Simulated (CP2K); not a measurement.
A user runs CP2K on RhPb (P4/mmm, 2 atoms in the cell) and asks whether the run is sound. The aim is a self-consistent single point with DFT PBE, GPW, DZVP-MOLOPT-PBE-GTH basis, GTH-PBE potentials (POTENTIAL_UZH).

The input file:

```
&GLOBAL
  PROJECT scf
  RUN_TYPE ENERGY_FORCE
  PRINT_LEVEL MEDIUM
&END GLOBAL
&FORCE_EVAL
  METHOD Quickstep
  STRESS_TENSOR ANALYTICAL
  &DFT
    BASIS_SET_FILE_NAME BASIS_MOLOPT_UZH
    POTENTIAL_FILE_NAME POTENTIAL_UZH
    &QS
      METHOD GPW
      EPS_DEFAULT 1E-10
    &END QS
    &MGRID
      CUTOFF 500
      REL_CUTOFF 50
      NGRIDS 5
    &END MGRID
    &SCF
      SCF_GUESS ATOMIC
      EPS_SCF 1E-6
      MAX_SCF 100
      ADDED_MOS 5
      &DIAGONALIZATION
        ALGORITHM STANDARD
      &END DIAGONALIZATION
      &MIXING
        METHOD BROYDEN_MIXING
        ALPHA 0.2
        NBUFFER 12
        BETA 1
      &END MIXING
      &SMEAR ON
        METHOD FERMI_DIRAC
        ELECTRONIC_TEMPERATURE [K] 580.23
      &END SMEAR
    &END SCF
    &KPOINTS
      SCHEME MACDONALD 7 7 5 0.07142857143 0.07142857143 0.1
    &END KPOINTS
    &XC
      &XC_FUNCTIONAL PBE
      &END XC_FUNCTIONAL
    &END XC
    &PRINT
      &MO
        EIGENVALUES T
        OCCUPATION_NUMBERS T
        NDIGITS 8
        FILENAME mo
        &EACH
          QS_SCF 0
        &END EACH
        ADD_LAST NUMERIC
      &END MO
      &MULLIKEN ON
      &END MULLIKEN
    &END PRINT
  &END DFT
  &SUBSYS
    &CELL
      A 3.42277300 0.00000000 0.00000000
      B 0.00000000 3.42277300 0.00000000
      C 0.00000000 0.00000000 4.48627700
      PERIODIC XYZ
    &END CELL
    &COORD
      SCALED
      Pb       1.71138650     1.71138650     2.24313850
      Rh       0.00000000     0.00000000     0.00000000
    &END COORD
    &KIND Pb
      BASIS_SET DZVP-MOLOPT-PBE-GTH-q4
      POTENTIAL GTH-PBE-q4
    &END KIND
    &KIND Rh
      BASIS_SET DZVP-MOLOPT-PBE-GTH-q17
      POTENTIAL GTH-PBE-q17
    &END KIND
  &END SUBSYS
  &PRINT
    &FORCES ON
    &END FORCES
    &STRESS_TENSOR ON
    &END STRESS_TENSOR
  &END PRINT
&END FORCE_EVAL
```

Log, with long lists cut:

```
 GLOBAL| Method name                                                        CP2K
 GLOBAL| Project name                                                        scf
 GLOBAL| Run type                                                   ENERGY_FORCE

   [... lines left out ...]
 BRILLOUIN| List of Kpoints [2 Pi/Bohr]                                      245
 BRILLOUIN| Number           Weight            X              Y              Z
 BRILLOUIN|     1           0.00408       -0.35714       -0.35714       -0.30000
 BRILLOUIN|     2           0.00408       -0.35714       -0.35714       -0.10000
 BRILLOUIN|     3           0.00408       -0.35714       -0.35714        0.10000
   [... 242 lines left out ...]
 *******************************************************************************

 Extrapolation method: initial_guess

 Re-scaling the density matrix to get the right number of electrons
                  # Electrons              Trace(P)               Scaling factor
                           21                21.000                        1.000

 Number of electrons:                                                         21
 Number of occupied orbitals:                                                 11
 Number of molecular orbitals:                                                16

 Number of orbital functions:                                                 39
 Number of independent orbital functions:                                     39
 SCF WAVEFUNCTION OPTIMIZATION

  Step     Update method      Time    Convergence         Total energy    Change
     1 NoMix/Diag. 0.20E+00      -     0.99108763      -113.2162981366 -1.13E+02
     2 Broy./Diag. 0.20E+00      -     0.03980013      -111.7280291410  1.49E+00
     3 Broy./Diag. 0.20E+00      -     0.08656370      -112.2388157431 -5.11E-01
     4 Broy./Diag. 0.20E+00      -     0.02521469      -112.6984101218 -4.60E-01
     5 Broy./Diag. 0.20E+00      -     0.01845208      -112.4754714234  2.23E-01
     6 Broy./Diag. 0.20E+00      -     0.00540211      -112.5719165670 -9.64E-02
   [... 6 lines left out ...]
    13 Broy./Diag. 0.20E+00      -     0.00001436      -112.5776187125 -1.03E-04
    14 Broy./Diag. 0.20E+00      -     0.00000350      -112.5776969081 -7.82E-05
    15 Broy./Diag. 0.20E+00      -     0.00000110      -112.5777124893 -1.56E-05
    16 Broy./Diag. 0.20E+00      -     0.00000045      -112.5777185306 -6.04E-06
  *** SCF run converged in    16 steps ***

  Overlap energy of the core charge distribution:               0.00019100858203
  Self energy of the core charge distribution:               -204.47803629449561
  Core Hamiltonian energy:                                     49.94375829053241
  Hartree energy:                                              54.53362593803084
  Exchange-correlation energy:                                -12.57682426752984
  Electronic entropic energy:                                  -0.00043320540320
  Fermi energy:                                                 0.24202813132449

  Total energy:                                              -112.57771853058887
  Total energy (extrapolated to T->0):                       -112.57750192788727

   [... lines left out ...]
 STRESS|                        x                   y                   z
 STRESS|      x        8.15167393006E+05   8.11171002450E+05  -9.06094661458E+05
 STRESS|      y        8.11171002450E+05   8.15167348785E+05  -9.06094681063E+05
 STRESS|      z       -9.06094661458E+05  -9.06094681063E+05   9.37087053014E+05
 STRESS| 1/3 Trace                                             8.55807264935E+05
```

**Question.** Is anything amiss in this input, and did it matter?

**Answer.** The run is not sound. The fault is fractional and Cartesian coordinates mixed up. Numbers meant as fractions of the cell vectors were read as lengths, or the reverse, so the atoms sit in the wrong places. To fix it, make label and numbers agree, by changing either. The run converged in 16 iterations without an error; against the sound input the free energy goes up by 6.09 eV/atom, the pressure goes from -13.31 to 85.58 GPa and the largest force goes from 0.000 to 48.59 eV/Å.

An input that runs soundly differs in these lines (not the only fix; some lines may just follow from the change or write a value another way):
```diff
-      Pb       1.71138650     1.71138650     2.24313850
+      Pb       0.50000000     0.50000000     0.50000000
```

With that input, the run converged in 15 iterations: free energy E − TS -3075.5759 eV; Fermi level (on the code's own zero) 6.43 eV; pressure -13.31 GPa (DFT PBE, GPW, DZVP-MOLOPT-PBE-GTH basis, GTH-PBE potentials (POTENTIAL_UZH)).

On the sound input: the starting cell was generated: these elements placed on a structure prototype, without a prior relaxation; it need not be a known phase or ordering of this composition. Its lattice was rescaled by a random factor within 2.5 % of one. Spin polarisation is off. Values carry the incompleteness of an atom-centred basis. With a pressure of about -13 GPa the cell is away from its equilibrium volume at this level.
